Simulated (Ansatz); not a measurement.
Consider the following.

```
ZnSe
1.0
    3.81872     0.00000     0.00000
    0.00000     3.81872     0.00000
    1.90936    -1.90936     2.88232
Zn Se
1 1
Direct
  0.00000   0.00000   0.00000
  0.75000   0.75000   0.50000
```

No spin polarisation.

Level of theory: plane-wave PAW DFT at the LDA level (Ansatz, an electronic-structure program, 420 eV), scalar-relativistic without spin-orbit coupling. Γ-centred 10×10×10 mesh, Fermi–Dirac width 0.05 eV.

Problem. Predict the electron mass and valence-band top at Γ.

Solution. 
- Electron mass = 0.099 mₑ out of plane, 0.091 mₑ in plane (at Γ)
- Valence-band top at Γ (three highest levels, from the VBM) = 0.00, 0.00, -0.30 eV

The levels and masses belong to the bands next to the band gap. The cells carry an imposed strain or load. Masses are band curvatures over ±0.01 Å⁻¹ around the edge. No phonon test of stability was made. The cell was made from ZnSe in the zinc blende structure (space group F-43m, No. 216) by this change: biaxial strain −3.00 %, plane normal [001], relaxed out of plane.
